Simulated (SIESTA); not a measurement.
Input and output of a self-consistent single point for As (R-3m, 2 atoms in the cell) (SIESTA).

Level of theory: GGA PBE, numerical atomic orbitals TZP, PseudoDojo PBE standard norm-conserving potentials (rewritten from UPF to PSML) (SIESTA).

The change in words: lattice scaled by 0.98; kgrid.MonkhorstPack: 5 5 5 → 17 17 17; ElectronicTemperature: 100 meV → 50 meV. Reference geometry:
```yaml
crystal:
  lattice:
    - [3.69877, -1.88940, 0.00000]
    - [3.69877, 1.88940, 0.00000]
    - [2.73362, 0.00000, 3.12698]
  atoms:
    - { symbol: As, position: [0.23172, 0.23172, 0.23172] }
    - { symbol: As, position: [0.77300, 0.77300, 0.77300] }
```

Reference input (self-consistent single point, DFT, GGA PBE, numerical atomic orbitals TZP, PseudoDojo PBE standard norm-conserving potentials (rewritten from UPF to PSML)): XC.functional = GGA; XC.authors = PBE; potentials = PseudoDojo PBE standard; PAO.BasisSize = TZP; PAO.EnergyShift = 0.01 Ry; MeshCutoff = 300 Ry; kgrid.MonkhorstPack = 5 5 5; OccupationFunction = FD; ElectronicTemperature = 100 meV; MaxSCFIterations = 150; SCF.Mixer.Method = Pulay; SCF.Mixer.Weight = 0.1. This run's input differs from it in these lines:

```diff
@@ -11,5 +11,5 @@
 %block LatticeVectors
-     3.698766000   -1.889400000    0.000000000
-     3.698766000    1.889400000    0.000000000
-     2.733624000    0.000000000    3.126979000
+     3.624791000   -1.851612000    0.000000000
+     3.624791000    1.851612000    0.000000000
+     2.678952000    0.000000000    3.064439000
 %endblock LatticeVectors
@@ -17,4 +17,4 @@
 %block AtomicCoordinatesAndAtomicSpecies
-     2.347550944   -0.000000000    0.724571066  1
-     7.831383588    0.000000000    2.417154767  1
+     2.300600184    0.000000000    0.710079547  1
+     7.674756782    0.000000000    2.368811347  1
 %endblock AtomicCoordinatesAndAtomicSpecies
@@ -27,8 +27,8 @@
 %block kgrid.MonkhorstPack
-    5   0   0  0.0
-    0   5   0  0.0
-    0   0   5  0.0
+   17   0   0  0.0
+    0  17   0  0.0
+    0   0  17  0.0
 %endblock kgrid.MonkhorstPack
 OccupationFunction           FD
-ElectronicTemperature        100.0 meV
+ElectronicTemperature        50.0 meV
```

The program printed (abridged):

```
        iscf     Eharris(eV)        E_KS(eV)     FreeEng(eV)     dDmax    Ef(eV) dHmax(eV)
   scf:    1    -5770.395657    -5769.852092    -5769.854127  0.948975 -2.682706  1.808400
   scf:    2    -5769.903889    -5769.878442    -5769.880496  0.005602 -2.707436  1.571233
   scf:    3    -5769.974424    -5769.940088    -5769.942166  0.031122 -2.857751  0.222833
   scf:    4    -5769.942905    -5769.941979    -5769.943904  0.015096 -2.877562  0.032591
   scf:    5    -5769.942017    -5769.941998    -5769.943926  0.000320 -2.877070  0.027233
   scf:    6    -5769.942074    -5769.942052    -5769.944008  0.001934 -2.868645  0.000662
mix: Pulay -- inversion failed, > SVD [rank/size] 4 / 5
   scf:    7    -5769.942053    -5769.942053    -5769.944008  0.000027 -2.868680  0.000436
mix: Pulay -- inversion failed, > SVD [rank/size] 4 / 6
   scf:    8    -5769.942053    -5769.942053    -5769.944008  0.000002 -2.868680  0.000388
SCF Convergence by DM+H criterion
max |DM_out - DM_in|         :     0.0000024099
max |H_out - H_in|      (eV) :     0.0003880775
SCF cycle converged after 8 iterations

Using DM_out to compute the final energy and forces

siesta: E_KS(eV) =            -5769.9421

siesta: E_KS - E_eggbox =     -5769.9421

siesta: Atomic forces (eV/Ang):
     1    0.870181    0.000000    0.268583
     2   -0.866703    0.000000   -0.267508
   Tot    0.003479    0.000000    0.001074
   Max    0.870181
   Res    0.524736    sqrt( Sum f_i^2 / 3N )
   Max    0.870181    constrained

Stress tensor Voigt[x,y,z,yz,xz,xy] (kbar):      -81.33     -119.81     -116.14        0.00       11.88        0.00
(Free)E + p*V (eV/cell)    -5767.2286
Target enthalpy (eV/cell)    -5769.9440

siesta: Program's energy decomposition (eV):
siesta: FreeEng =     -5769.944008

   [... lines left out ...]
siesta:    -0.050763    0.000000    0.007413
siesta:     0.000000   -0.074779    0.000000
siesta:     0.007413    0.000000   -0.072491

siesta: Cell volume =         41.135230 Ang**3

siesta: Pressure (static):
siesta:                Solid            Molecule  Units
siesta:           0.00071895          0.00117010  Ry/Bohr**3
siesta:           0.06601119          0.10743358  eV/Ang**3
siesta:         105.76158495        172.12756756  kBar
```

The run converged in 8 iterations. Against the reference run the free energy rises by 85.3 meV/atom, the pressure goes from 3.98 to 10.58 GPa and the largest force goes from 0.273 to 0.911 eV/Å.

The starting cell has typed, rounded lattice constants, without a prior relaxation at this level. Its lattice was rescaled by up to half a per cent. One atom was moved a little off its site on purpose. For this run, on top of that: lattice scaled by 0.98. Values carry the incompleteness of an atom-centred basis. With a pressure of about 11 GPa the cell is away from its equilibrium volume at this level.

Cost on one core of a shared machine: roughly 2 min.
